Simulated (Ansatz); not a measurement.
System: Mg2C3 (Pnnm, No. 58; cell taken from a computed entry). Method: PBE (plane waves, PAW; Ansatz, a first-principles code).

Run with plane-wave cutoff 500 eV, 8×6×10 k mesh (along the axes of the cell as run), Fermi–Dirac smearing 0.05 eV, scalar-relativistic PAW data made under PBE.

Computed at the level's own relaxed cell.

Q: Give the computed equilibrium volume per atom and band gap.

A: 
- equilibrium volume per atom = 12.76 Å³/atom
- band gap = 1.66 eV (on the SCF k mesh)

Note: the relaxation could not lower the start's symmetry, so the cell can be a saddle point above a distorted one.

Static lattice: no zero-point or thermal effects.
